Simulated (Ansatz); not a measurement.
**Pressure series in hypothetical CsCl type LaAs**

Base system: LaAs in the CsCl type structure (space group Pm-3m, No. 221; a = 3.744 Å; a hypothetical phase, not in the database extracts checked).

Cell and atoms are relaxed at each pressure.

Computed with PBE (Ansatz, an electronic-structure program; PAW; 420 eV plane waves; without spin-orbit coupling).

| pressure (GPa) | volume per atom (Å³/atom) |
|---|---|
| -2 | 27.107 |
| -1 | 26.662 |
| 0 | 26.247 |
| 0.9 | 25.908 |
| 2.1 | ? |
| 4.5 | 24.721 |
| 9 | 23.544 |
| 15 | 22.298 |
| 22.5 | 21.075 |

### Question
Fit the third-order Birch–Murnaghan form P(V) = (3B₀/2)[(V₀/V)^(7/3) − (V₀/V)^(5/3)]·[1 + (3/4)(B₀′ − 4)((V₀/V)^(2/3) − 1)] (squares taken in P) to the rows shown and predict the withheld row.

### Answer
Least squares on the printed values gives V₀ = 26.252 Å³/atom, B₀ = 66.8 GPa, B₀′ = 3.9; this predicts 25.485 Å³/atom, and the run gives 25.478 Å³/atom, 0.007 lower.

Load acts through the strain it causes; cell and atoms are relaxed under it. No phonon test of stability was made. No other phases were tried under pressure. All final runs are without spin polarisation.
